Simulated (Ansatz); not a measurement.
An Ansatz (a quantum-chemistry and plane-wave program) run: RuSi with a change (pressure 18 GPa); Ansatz r2SCAN, spin-orbit coupling left out.

Input:

Ansatz 0.2 input:
```yaml
crystal:
  lattice:
    - [4.6475348761, 0, 0]
    - [0, 4.6475348761, 0]
    - [0, 0, 4.6475348761]
  atoms:
    - { symbol: Ru, position: [0.1326391758, 0.1326391758, 0.1326391758] }
    - { symbol: Ru, position: [0.6326391758, 0.3673608242, 0.8673608242] }
    - { symbol: Ru, position: [0.8673608242, 0.6326391758, 0.3673608242] }
    - { symbol: Ru, position: [0.3673608242, 0.8673608242, 0.6326391758] }
    - { symbol: Si, position: [0.8390130187, 0.8390130187, 0.8390130187] }
    - { symbol: Si, position: [0.3390130187, 0.6609869813, 0.1609869813] }
    - { symbol: Si, position: [0.1609869813, 0.3390130187, 0.6609869813] }
    - { symbol: Si, position: [0.6609869813, 0.1609869813, 0.3390130187] }
basis: { ecutwfc: 500, ecutrho_ratio: 4, xc_grid: 4, fft_grid_basis: typed }
kpoints: { mp_grid: { grid: [10, 10, 10] } }
hamiltonian:
  xc: r2scan
  dispersion: none
  pseudopotentials: { kind: paw }
scf: { occupations: { method: fermi_dirac, width: 0.05 } }
relax: { f_tol: 0.01, max_steps: 60, cell: { stress_tol: 0.02, p_target: 18.0 } }
output: { forces: true, stress: true }
checkpoint: { write: state.ck, write_every: 1000 }
```

Output (explanatory and most iteration lines left out):

```
Relaxation: its limit of steps is 60 (relax.max_steps)
Pseudopotential: Ru, paw, valence charge 16
Pseudopotential: Si, paw, valence charge 4
Crystal: 8 atoms, lattice volume = 100.385 Å³
Basis set: ecut = 500 eV, 2517 PW (Γ), exchange–correlation on 144×144×144 points (64 copies of the dense FFT grid, shifted against one another)
Bands: 48, of which v1, the nominal top of the filled ones, is band 40 counted from 1 (39 counted from 0)
Symmetry: 12 space group operations
Space group: P213 (ITA 198), of the structure as read, at distance tolerance 4.6e-5 Å
k-points: 76 of 1000 (time reversal used)
Functional: x = r2scan, c = r2scan; τ floored in thin density (d = 2e-4 eV/Å³)
SCF iter   1: F=—  HF=-26124.167945 eV  |F-HF|=—  |Δ(HF+E_count)|=         —  Δρ=1.42e-2  dr2=8.12e-2  dr2_τ=1.25e-1  ethr=1.77e-3  ⟨swp⟩=6.3  Hψ=14009  notcnv=0  defer=8
SCF iter   2: F=—  HF=-26124.266246 eV  |F-HF|=—  |Δ(HF+E_count)|=   9.83e-2  Δρ=8.39e-3  dr2=2.98e-2  dr2_τ=7.18e-4  ethr=1.02e-4  ⟨swp⟩=2.0  Hψ=6558  notcnv=0  defer=130
SCF 1 converged in 7 iterations: F = -26124.268044 eV  dr2 = 4.47e-8
relax step   1: F+E_penalty+E_count = -26124.26804372 eV  Δ(F+E_penalty+E_count) = +0.000e0 eV  max|allowed force component| = 2.656e-3 eV/Å  Δτ_max = 0.0000 Å  P = +8.988 GPa  Ω = 100.385 Å³  (7 SCF iters, dr2 threshold 1.00e-7 eV, accepted)
[... steps on the carried basis left out ...]
relax step   6: F+E_penalty+E_count = -26124.01462767 eV  Δ(F+E_penalty+E_count) = +1.141e-3 eV  max|allowed force component| = 1.809e-4 eV/Å  Δτ_max = 0.0000 Å  P = +17.992 GPa  Ω = 97.346 Å³  stress off target by 8.41e-3 GPa  SCF on the basis re-selected at this cell (its energy is not comparable with the rows above)  (7 SCF iters)
SCF converged after 7 iterations
Free energy (F): -26124.014628 eV
Internal energy: -26124.008678 eV  (E = F + TS)
E sigma→0 (E₀):  -26124.011653 eV
Entropy (-TS):   -0.005950 eV (-0.744 meV/atom)
Fermi energy:    19.819703 eV
--- Forces (eV/Å), atoms counted from 1 ---
  atom   1  Ru    -0.00018094    -0.00018094    -0.00018094
  atom   2  Ru    -0.00018094     0.00018094     0.00018094
  atom   3  Ru     0.00018094    -0.00018094     0.00018094
  atom   4  Ru     0.00018094     0.00018094    -0.00018094
  atom   5  Si    -0.00008328    -0.00008328    -0.00008328
  atom   6  Si    -0.00008328     0.00008328     0.00008328
  atom   7  Si     0.00008328    -0.00008328     0.00008328
  atom   8  Si     0.00008328     0.00008328    -0.00008328
--- Stress (GPa, compression-positive) ---
       17.991588       0.000000      -0.000000
        0.000000      17.991588       0.000000
       -0.000000       0.000000      17.991588
  P = ⅓ Tr σ = 17.9916 GPa (179.916 kbar)
--- Relaxed structure (5 steps of the walk, 5 accepted, 1 SCFs on fresh bases) ---
  cell:  # Å, volume = 97.3464 Å³
    - [4.600164401758623, -1.4123486258839729e-33, -2.5679065925163143e-34]
    - [-1.2839532962581571e-33, 4.600164401758623, -9.950638046000717e-34]
    - [2.5679065925163143e-34, -9.950638046000717e-34, 4.600164401758623]
  atoms:
    - { symbol: Ru, position: [0.1349287876345291, 0.1349287876345291, 0.1349287876345291] }
    - { symbol: Ru, position: [0.6349287876345291, 0.365071212365471, 0.8650712123654709] }
    - { symbol: Ru, position: [0.8650712123654709, 0.6349287876345291, 0.365071212365471] }
    - { symbol: Ru, position: [0.365071212365471, 0.8650712123654709, 0.6349287876345291] }
    - { symbol: Si, position: [0.8400025845233572, 0.8400025845233572, 0.8400025845233572] }
    - { symbol: Si, position: [0.34000258452335713, 0.6599974154766428, 0.15999741547664295] }
    - { symbol: Si, position: [0.15999741547664295, 0.34000258452335713, 0.6599974154766428] }
    - { symbol: Si, position: [0.6599974154766428, 0.15999741547664295, 0.34000258452335713] }
```

Load acts through the strain it causes; cell and atoms are relaxed under it. Stability against distortions was not tested. No other phases were tried under pressure. The cell was made from RuSi (space group P2_13, No. 198) by this change: pressure 18 GPa.
